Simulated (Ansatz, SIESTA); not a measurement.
**Sc₃Al (P1, 8 atoms in the cell) computed with different codes at matched settings**

Self-consistent single point, at a second geometry (atoms moved at random). First geometry:

```xyz
8
Lattice="6.2413 0.0000 0.0000 -3.1207 5.4051 0.0000 0.0000 0.0000 5.0228" Properties=species:S:1:pos:R:3 pbc="T T T"
Sc     4.6385     0.9254     3.7671
Sc    -1.5179     4.4798     1.2557
Sc     1.5179     4.4798     1.2557
Sc     1.6028     0.9254     3.7671
Sc     3.1207     3.5544     3.7671
Sc     0.0000     1.8507     1.2557
Al     3.1207     1.8017     1.2557
Al     0.0000     3.6034     3.7671
```
Moments meant for the start (each program seeds them in its own way; μB, in the order of the atoms Sc Sc Sc Sc Sc Sc Al Al): 1.0 1.0 1.0 1.0 1.0 1.0 0.0 0.0.

Second geometry:
```yaml
crystal:
  lattice:
    - [6.24132, 0.00000, 0.00000]
    - [-3.12066, 5.40514, 0.00000]
    - [0.00000, 0.00000, 5.02281]
  atoms:
    - { symbol: Sc, position: [0.83605, 0.18115, 0.75702], spin: 1.0 }
    - { symbol: Sc, position: [0.17036, 0.82477, 0.25612], spin: 1.0 }
    - { symbol: Sc, position: [0.65631, 0.81961, 0.23974], spin: 1.0 }
    - { symbol: Sc, position: [0.33335, 0.16441, 0.74319], spin: 1.0 }
    - { symbol: Sc, position: [0.83395, 0.66658, 0.74801], spin: 1.0 }
    - { symbol: Sc, position: [0.16667, 0.33796, 0.24463], spin: 1.0 }
    - { symbol: Al, position: [0.66650, 0.33602, 0.25887] }
    - { symbol: Al, position: [0.33681, 0.66951, 0.75242] }
```
(The spins are starting values, not results.)

Shared settings, as Ansatz (a program for electronic structure) writes them: kpoints.mp_grid.grid = 3 3 3; scf.occupations.method = gaussian; scf.occupations.width = 0.2 eV. Potentials and cutoffs stand in the table.

```tsv
code	model	ΔF from the first geometry (meV/atom)	pressure (GPa)	largest force (eV/Å)	cutoff
Ansatz	PBEsol, PAW files made with PBE	8.8	-0.52	0.533	420 eV
SIESTA	GGA PBEsol, numerical atomic orbitals DZP, PseudoDojo PBEsol standard norm-conserving potentials (rewritten from UPF to PSML)	8.6	-1.12	0.511	grid 300 Ry
```

Size of the force on each atom (eV/Å): Sizes of forces hide their directions.

| code | Sc1 | Sc2 | Sc3 | Sc4 | Sc5 | Sc6 | Al7 | Al8 |
|---|---|---|---|---|---|---|---|---|
| Ansatz | 0.409 | 0.228 | 0.491 | 0.533 | 0.349 | 0.205 | 0.278 | 0.147 |
| SIESTA | 0.396 | 0.226 | 0.495 | 0.511 | 0.323 | 0.204 | 0.287 | 0.152 |

On Ansatz's run: the starting moments vanished: the run ended non-magnetic. The program warned that a starting moment was not kept.

The spread over the programs that give each value: ΔF from the first geometry within 0.2 meV/atom; pressure within 0.60 GPa; largest force within 0.022 eV/Å.

SIESTA uses small atom-centred bases, whose incompleteness enters pressures, forces and empty levels differently from a plane-wave cutoff. Ansatz's pressure is given at a fixed set of plane waves, as the other plane-wave codes print theirs.

The shared mesh is coarse (it stands for a supercell whose shortest vector is 15 Å), so the values are not converged in it.

The starting cell comes from a database of computed structures (which also holds hypothetical and non-ambient phases and stackings), without a prior relaxation at this level. Its lattice was rescaled by a random factor within 2.5 % of one. For this run, on top of that: atoms moved at random.

Keys are those of Ansatz 0.2.
